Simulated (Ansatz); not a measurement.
Results of PBE-D3(BJ) (plane waves, PAW; Ansatz, an electronic-structure program) for L1₂ (Cu3Au-type) Pt3Ti.

Numerical settings: plane-wave cutoff 520 eV, 16×16×16 k mesh, Fermi–Dirac smearing 0.032 eV (set by the program), no spin polarisation, scalar-relativistic PAW data made under PBE.

Computed at the level's own relaxed cell.

```xyz
4
Lattice="3.9041 0.0000 0.0000 0.0000 3.9041 0.0000 0.0000 0.0000 3.9041" Properties=species:S:1:pos:R:3 pbc="T T T"
Ti     0.0000     0.0000     0.0000
Pt     0.0000     1.9521     1.9521
Pt     1.9521     0.0000     1.9521
Pt     1.9521     1.9521     0.0000
```

Give the elastic tensor (Voigt notation, GPa, ions relaxed, in the Cartesian axes of the cell as printed).


```
  382.2   199.6   199.6     0.0     0.0     0.0
  199.6   382.2   199.6     0.0     0.0     0.0
  199.6   199.6   382.2     0.0     0.0     0.0
    0.0     0.0     0.0   158.2     0.0     0.0
    0.0     0.0     0.0     0.0   158.2     0.0
    0.0     0.0     0.0     0.0     0.0   158.2
```

Note: the dispersion coefficients are held fixed in the derivatives.

Spin–orbit coupling is not included.

The computed numbers hold no vibrational or temperature effects.
